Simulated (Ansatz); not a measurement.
## Response to strain in GaAs

The parent structure is GaAs in the zinc blende structure (space group F-43m, No. 216).

```yaml
crystal:
  lattice:
    - [0.00000, 2.82971, 2.82971]
    - [2.82971, 0.00000, 2.82971]
    - [2.82971, 2.82971, 0.00000]
  atoms:
    - { symbol: As, position: [0.75000, 0.75000, 0.75000] }
    - { symbol: Ga, position: [0.00000, 0.00000, 0.00000] }
```

Cartesian axes are those of the cell as printed.

Strains are applied to the cell and any free atomic positions relax; under biaxial strain the out-of-plane vector relaxes too; under stress the whole cell relaxes.

All numbers come from PBEsol (Ansatz, a program for electronic structure, PAW, spin-orbit coupling left out), earlier PAW set.

Base values:

```
Quantity    Value
--------  -------
Band gap  0.42 eV
```

Problem. The aim is a band gap between 0.17 eV and 0.25 eV. Which of these changes reaches it?
(A) uniaxial strain ε_xx = −3.91 %
(B) biaxial strain −1.02 %, plane normal [001], relaxed out of plane
(C) uniaxial stress, 3 GPa tension along z

Solution. C, uniaxial stress, 3 GPa tension along z. It gives 0.21 eV; biaxial strain −1.02 %, plane normal [001], relaxed out of plane gives 0.47 eV; uniaxial strain ε_xx = −3.91 % gives 0.56 eV. Changes not listed may reach it too

Stability under load was not tested beyond the relaxation. The zero or small gap of GaAs under uniaxial stress, 3 GPa tension along z can change with the level of theory.
